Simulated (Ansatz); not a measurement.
A calculation on cubic perovskite CsHgCl3 returned lattice constant a 5.318 Å, bulk modulus 34.3 GPa, band gap 0.00 eV.

For reference: lattice constant a 5.41 Å (measured, temperature not stated, no zero-point or thermal correction; as tabulated in Moreira and Dias (2007), arXiv:cond-mat/0703451).

**Question.** Which level of theory produced these numbers?
(A) PBEsol (Ansatz, a quantum-chemistry and plane-wave program)
(B) PBEsol+SOC (Ansatz)
(C) r²SCAN+SOC (Ansatz)
(D) HSE06 (Ansatz)

**Answer.** C, r²SCAN+SOC (Ansatz)

The others give: PBEsol+SOC 5.260 Å, 34.7 GPa, 0.00 eV; HSE06 5.342 Å, 31.9 GPa, 0.51 eV; PBEsol 5.268 Å, 34.2 GPa, 0.00 eV.

Unless a cell is named, each level is at its own relaxed cell (HSE06 30.50, PBEsol 29.24, PBEsol+SOC 29.11, r²SCAN+SOC 30.08 Å³/atom).

Spin–orbit coupling is included only where a level's name says +SOC; with heavier elements it mostly lowers gaps and can invert bands. A gap of zero means that the bands touch or overlap. Density-functional gaps are differences of (generalised) Kohn–Sham levels.

Caveats: the relaxation could not lower the start's symmetry, so the cell can be a saddle point above a distorted one (PBEsol+SOC, HSE06, PBEsol, r²SCAN+SOC). Ansatz's density-functional and Hartree–Fock values are scalar-relativistic unless marked +SOC, with PAW data made under PBE.
